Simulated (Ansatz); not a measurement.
Cubic perovskite CsSnI₃ (cubic high-temperature phase), treated with r²SCAN+SOC (Ansatz, an electronic-structure program, PAW).

Settings: plane-wave cutoff 560 eV, 6×6×6 k mesh, Fermi–Dirac smearing 0.01 eV, PAW data made under PBE.

Cell (measured lattice):

```cif
data_CsI3Sn
_chemical_formula_sum 'Cs1 Sn1 I3'
_space_group_name_H-M_alt 'P 1'
_space_group_IT_number 1
_cell_length_a 6.21900
_cell_length_b 6.21900
_cell_length_c 6.21900
_cell_angle_alpha 90.000
_cell_angle_beta 90.000
_cell_angle_gamma 90.000
loop_
_space_group_symop_operation_xyz
  'x, y, z'
loop_
_atom_site_label
_atom_site_type_symbol
_atom_site_fract_x
_atom_site_fract_y
_atom_site_fract_z
_atom_site_occupancy
Cs1 Cs 0.00000 0.00000 0.00000 1
Sn1 Sn 0.50000 0.50000 0.50000 1
I1 I 0.50000 0.00000 0.50000 1
I2 I 0.00000 0.50000 0.50000 1
I3 I 0.50000 0.50000 0.00000 1
```

Question: What does this level give for the band gap and Γ–Γ gap?

Answer: 
- band gap = 0.06 eV (direct)
- Γ–Γ gap = 4.66 eV

Note: held by symmetry at 0 K, a high-temperature phase can be a saddle point; cell and atoms aren't relaxed at this level.

Computed values are for the static lattice.
